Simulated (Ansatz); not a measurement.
An Ansatz (a program for electronic structure) input (PBEsol, PAW, 420 eV (Ansatz; without spin-orbit coupling), earlier PAW set):

Ansatz 0.2 input:
```yaml
crystal:
  lattice:
    - [0, 3.3283610425, 3.3283610425]
    - [3.3283610425, 0, 3.3283610425]
    - [3.3283610425, 3.3283610425, 0]
  atoms:
    - { symbol: Se, position: [0.25, 0.25, 0.25] }
    - { symbol: Sn, position: [0, 0, 0] }
basis: { ecutwfc: 420, ecutrho_ratio: 4, xc_grid: 2, fft_grid_basis: typed }
kpoints: { mp_grid: { grid: [12, 12, 12] } }
hamiltonian:
  xc: pbesol
  dispersion: none
  pseudopotentials: { azcp: { folder: ./paw }, kind: paw }
scf: { occupations: { method: fermi_dirac, width: 0.05 }, convergence: { dr2_threshold: 0.0000000002 } }
output: { forces: true, stress: true }
checkpoint: { write: state.ck, write_every: 1000 }
```

Which symmetry and how many k-points will the program report, and about how many plane waves at Γ?

Space group F-43m (ITA 216) with 24 operations, k-points 72 of 1728, and 1459 plane waves at Γ.

Stability against distortions was not tested. All final runs are without spin polarisation. The cell was made from ZnSe by this change: Zn → Sn; the result is a hypothetical phase, not in the database extracts checked.
